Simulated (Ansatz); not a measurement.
Amorphous B14P14O56, 84 atoms at 2.04 g/cm³, one PBE-relaxed geometry, zone centre. Methods: PBE, scalar-relativistic without spin-orbit coupling (Ansatz, a program for electronic structure); r2SCAN, scalar-relativistic without spin-orbit coupling (Ansatz); HSE06, scalar-relativistic without spin-orbit coupling (Ansatz). Plane waves to 420 eV (r2SCAN 500 eV); exact exchange is cut at the cell's faces. At PBE the levels at the filled edge of the gap are localised (band-tail or defect states), and the nearest spread-out levels lie 6.3 eV apart at the zone centre. The higher rungs were started with moments on some atoms, which died out.

It comes from a melt-quench run on a machine-learned potential (CHGNet), relaxed afterwards by DFT. O atoms were pushed apart under 1.9 Å during the dynamics, to hinder bonds among them. The hot cell started wider than the set density and was brought back towards it in steps. It is the lowest in DFT energy of 2 quenches. It is a model cell: composition and starting density were chosen by hand, and all elements were melted together. No dispersion term was used. Its density started from a set value of 2.17 and ended at 2.04 g/cm³. The simulated quench (nominally 310 K/ps over its main leg) is rapid and tends to freeze in more defects than a deposited or slowly cooled glass has. One small periodic cell is one sample of the glass; other quenches scatter about these values. Volume and shape were free in the relaxation.

The relaxation ran on the zone centre alone. At PBE the level gap is 4.84 eV on a 2×2×2 Γ-centred mesh, and the spacing at the zone centre alone 4.84 eV.

Problem. What zone-centre spacing does r2SCAN give, roughly?

Solution. 5.50 eV (+0.65 eV against PBE).

Problem. What zone-centre spacing does HSE06 give, roughly?

Solution. 6.64 eV (+1.79 eV against PBE).

The highest filled and the lowest empty state spread over these numbers of atoms (participation numbers): PBE: 2.1 and 29.6; r2SCAN: 2.0 and 36.1; HSE06: 2.1 and 41.9.
